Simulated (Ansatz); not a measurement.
## HfO2, pressure series

The parent structure is HfO₂ (space group Pca2_1, No. 29; a = 5.2467 Å, b = 5.0304 Å, c = 5.0595 Å).

Cell and atoms are relaxed at each pressure.

All numbers come from Ansatz (a program for electronic structure) r2SCAN, spin-orbit coupling left out.

Notes on the quantities. enthalpy: H = E + PV relative to the base's energy.

```
case              band gap       enthalpy  smallest direct gap  volume per atom
----------------  --------  -------------  -------------------  ---------------
base               4.97 eV              –              5.17 eV         11.13 Å³
pressure −2 GPa    4.95 eV  -0.14 eV/atom              5.16 eV                ?
pressure −1 GPa    4.96 eV  -0.07 eV/atom              5.16 eV         11.18 Å³
pressure 0.3 GPa   4.97 eV  +0.02 eV/atom              5.17 eV         11.11 Å³
pressure 0.7 GPa   4.98 eV  +0.05 eV/atom              5.18 eV                ?
pressure 1.5 GPa   4.99 eV  +0.10 eV/atom              5.18 eV                ?
pressure 3 GPa     5.01 eV  +0.21 eV/atom                    ?         10.98 Å³
```

Question: Complete the table.

Answer: 
- pressure −2 GPa, volume per atom: 11.23 Å³
- pressure 0.7 GPa, volume per atom: 11.09 Å³
- pressure 1.5 GPa, volume per atom: 11.05 Å³
- pressure 3 GPa, smallest direct gap: 5.19 eV

Spin-orbit coupling, missing from the scalar runs, can matter with Hf. Load acts through the strain it causes; cell and atoms are relaxed under it. Whether these cells are dynamically stable was not tested. This is not the structure that HfO2 has at room temperature and ambient pressure.
